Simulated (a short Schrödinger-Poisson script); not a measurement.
Structure: MOS inversion layer, SiO2 on p-type Si(100), at 400 K.

From the gate side: 1.3 nm SiO2; 360 nm Si, acceptors 1.4e18 cm⁻³.

Constants are typed, rounded textbook-type inputs, not results; the design itself was drawn at random and stands for no fabricated device. SiO2: permittivity 3.9, conduction-band edge (eV) 3.15, gap (eV) 9, electron mass (mₑ) 0.5. Si: permittivity 11.7, conduction-band edge (eV) 0, gap (eV) 1.124, Nv at 300 K (cm⁻³) 3.1e19.

Channel valleys (confinement mass, in-plane density-of-states mass, number): Δ2 0.916, 0.19, 2; Δ4 0.19, 0.417, 4. At the gate the conduction-band edge of layer 1 lies 3.23 eV − eVg above the Fermi level of the channel; the field vanishes at the back. Gaps are held at their typed values at every temperature. Mesh 0.03 nm at interfaces.

Solved with a short Schrödinger-Poisson script written for these runs: 1D Poisson equation in equilibrium, electrons quantum, Hartree (BenDaniel-Duke, 12 states a valley, the channel's in-plane mass for all, wave functions free to enter the dielectric), parabolic valleys, classical holes, full ionisation, no traps, pinning or gate leakage.

| Vg (V) | electrons (cm⁻²) | C (μF/cm²) | Δ2 E0 (meV from the Fermi level) | Δ4 E0 (meV from the Fermi level) |
|---|---|---|---|---|
| 0.15 | 3.26e9 | 0.342 | 276.4 | 339.4 |
| 0.2 | 1.06e10 | 0.358 | 235.1 | 299.2 |
| 0.25 | 3.39e10 | 0.421 | 194.6 | 259.8 |
| 0.3 | 1.00e11 | 0.587 | 156.7 | 223.0 |
| 0.35 | 2.53e11 | 0.872 | 124.0 | 191.5 |
| 0.4 | 5.20e11 | 1.17 | 98.2 | 167.1 |
| 0.45 | 8.88e11 | 1.41 | 78.7 | 149.0 |
| 0.5 | 1.33e12 | 1.57 | 63.6 | 135.4 |
| 0.55 | 1.82e12 | 1.69 | 51.5 | 124.8 |
| 0.6 | 2.35e12 | 1.77 | 41.4 | 116.2 |
| 0.65 | 2.90e12 | 1.83 | 32.7 | 109.0 |
| 0.7 | 3.47e12 | 1.88 | 25.1 | 102.9 |
| 0.75 | 4.06e12 | 1.92 | 18.3 | 97.6 |
| 0.8 | 4.65e12 | 1.95 | 12.2 | 92.8 |
| 0.85 | 5.26e12 | 1.98 | 6.5 | 88.5 |
| 0.9 | 5.88e12 | 2.00 | 1.2 | 84.6 |
| 0.95 | 6.50e12 | 2.02 | -3.8 | 81.1 |
| 1 | 7.13e12 | 2.04 | -8.5 | 77.7 |
| 1.05 | 7.77e12 | 2.05 | -12.9 | 74.6 |

Gate voltages with under 1e9 electrons/cm² are left out.

**Question.** At Vg = 1.05 V the lowest Δ2 subband lies at -12.9 meV from the Fermi level. How many electrons does it hold, and what share of all?

**Answer.** The two-dimensional density of states is g m/(πħ²) = 1.59e11 cm⁻² meV⁻¹ (both spins), kT = 34.5 meV, so n = D kT ln(1 + exp(−E/kT)) = 4.91e12 cm⁻², 0.63 of the 7.77e12 cm⁻² in all.

**Question.** Compare the slope of the sheet density between 0.95 and 1.05 V with the geometric capacitance of the layers between gate and channel.

**Answer.** q Δn/ΔV = 2.03 μF/cm²; ε0/Σ(t/ε) = 2.66 μF/cm². The ratio is 0.77: the channel acts as a further capacitance in series.
